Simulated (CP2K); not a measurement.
CP2K run on CdAu (Pm-3m, 2 atoms in the cell): self-consistent single point.

Level of theory: PBEsol, GPW, DZVP-MOLOPT-SR-GTH basis, GTH-PBE potentials (GTH_POTENTIALS) (CP2K).

```yaml
crystal:
  lattice:
    - [3.33811, 0.00000, 0.00000]
    - [0.00000, 3.33811, 0.00000]
    - [0.00000, 0.00000, 3.33811]
  atoms:
    - { symbol: Cd, position: [0.00000, 0.00000, 0.00000] }
    - { symbol: Au, position: [0.50000, 0.50000, 0.50000] }
```

Reference input (self-consistent single point, DFT PBEsol, GPW, DZVP-MOLOPT-SR-GTH basis, GTH-PBE potentials (GTH_POTENTIALS)): CUTOFF = 500 Ry; REL_CUTOFF = 40 Ry; SMEAR/METHOD = GAUSSIAN; SIGMA = 0.272 eV; KPOINTS/SCHEME = MONKHORST-PACK 7 7 7; XC_FUNCTIONAL = PBE:PBESOL; Cd/BASIS_SET = DZVP-MOLOPT-SR-GTH-q12; Cd/POTENTIAL = GTH-PBE-q12; Au/BASIS_SET = DZVP-MOLOPT-SR-GTH-q11; Au/POTENTIAL = GTH-PBE-q11; METHOD = GPW; EPS_DEFAULT = 1e-11. This run's input differs from it in these lines:

```diff
@@ -39,3 +39,4 @@
     &KPOINTS
-      SCHEME MONKHORST-PACK 7 7 7
+      SCHEME MONKHORST-PACK 6 6 6
+      GAMMA_CENTERED T
     &END KPOINTS
```

Log, with long lists cut:

```
 SCF WAVEFUNCTION OPTIMIZATION

  Step     Update method      Time    Convergence         Total energy    Change
     1 NoMix/Diag. 0.30E+00      -     0.86488944       -79.3278308508 -7.93E+01
     2 Broy./Diag. 0.30E+00      -     0.14057156       -80.5280333105 -1.20E+00
     3 Broy./Diag. 0.30E+00      -     0.08617468       -79.6423901447  8.86E-01
     4 Broy./Diag. 0.30E+00      -     0.02043666       -79.2227512233  4.20E-01
     5 Broy./Diag. 0.30E+00      -     0.00752508       -79.1826729079  4.01E-02
     6 Broy./Diag. 0.30E+00      -     0.00177618       -79.2025502886 -1.99E-02
   [... 2 lines left out ...]
     9 Broy./Diag. 0.30E+00      -     0.00000522       -79.1993370448 -3.64E-04
    10 Broy./Diag. 0.30E+00      -     0.00000061       -79.1993547566 -1.77E-05
    11 Broy./Diag. 0.30E+00      -     0.00000015       -79.1993543530  4.04E-07
    12 Broy./Diag. 0.30E+00      -     0.00000002       -79.1993537184  6.35E-07
  *** SCF run converged in    12 steps ***

  Overlap energy of the core charge distribution:               0.00000000244290
  Self energy of the core charge distribution:               -131.71088413454635
  Core Hamiltonian energy:                                     42.32866793846880
  Hartree energy:                                              21.94110760901424
  Exchange-correlation energy:                                -11.75726921949256
  Smearing free energy correction:                             -0.00097591425539
  Fermi energy:                                                 0.33868720424995

  Total energy:                                               -79.19935371836982
  Total energy (extrapolated to sigma->0):                    -79.19886576124213

   [... lines left out ...]

 STRESS| Analytical stress tensor [bar]
 STRESS|                        x                   y                   z
 STRESS|      x        1.90757461270E+04   3.84847431207E-06   3.85050324624E-06
 STRESS|      y        3.84847431207E-06   1.90757498863E+04   3.85265163778E-06
 STRESS|      z        3.85050324624E-06   3.85265163778E-06   1.90757759853E+04
 STRESS| 1/3 Trace                                             1.90757573329E+04
```

The run converged in 12 iterations. Against the reference run the free energy rises by 20.9 meV/atom and the pressure goes from 1.49 to 1.91 GPa.

The starting cell comes from a database of computed structures (which also holds hypothetical and non-ambient phases and stackings), without a prior relaxation at this level. Its lattice was rescaled by a random factor within 2.5 % of one. Values carry the incompleteness of an atom-centred basis. The potentials were made for another functional than the one used.

Cost on one core of a shared machine: roughly 70 s.
